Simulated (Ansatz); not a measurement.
Consider GaN in the wurtzite structure (space group P6_3mc, No. 186; a = 3.183 Å, c = 5.184 Å).

Structures relaxed with r2SCAN (Ansatz, a first-principles code), without spin-orbit coupling.

Base:

Simulated powder pattern, Cu Kα1, λ = 1.54056 Å (kinematic, ideal powder, no thermal factors, no anomalous dispersion; the 10 strongest lines at most, above 2 %, up to 2θ = 90°):

```
2θ (°)  I/Imax (%)    hkl
------  ----------  -----
32.45           43  (100)
34.58           36  (002)
36.90          100  (101)
48.15           21  (102)
57.89           30  (110)
63.49           31  (103)
67.95          4.4  (200)
69.21           26  (112)
70.66           15  (201)
78.54          4.5  (202)
```

One thing is altered: B takes the place of N on all its sites; the structure is relaxed again.

After the change:

Simulated powder pattern, Cu Kα1, λ = 1.54056 Å (kinematic, ideal powder, no thermal factors, no anomalous dispersion; the 10 strongest lines at most, above 2 %, up to 2θ = 90°):

```
2θ (°)  d (Å)  I/Imax (%)    hkl
------  -----  ----------  -----
27.98   3.187          44  (100)
33.91   2.641         100  (101)
38.10   2.360          25  (002)
47.93   1.897          19  (102)
49.50   1.840          34  (110)
61.36   1.510          18  (201)
64.13   1.451          30  (112)
66.19   1.411          14  (103)
82.60   1.167          15  (211)
86.95   1.120         6.5  (203)
```

The indices refer to each structure's own conventional cell; one index is shown for lines that coincide. The space group is now P6_3/mmc (No. 194).

Stability against distortions was not tested. As relaxed here, GaB is a hypothetical phase, not in the database extracts checked. All final runs are without spin polarisation.
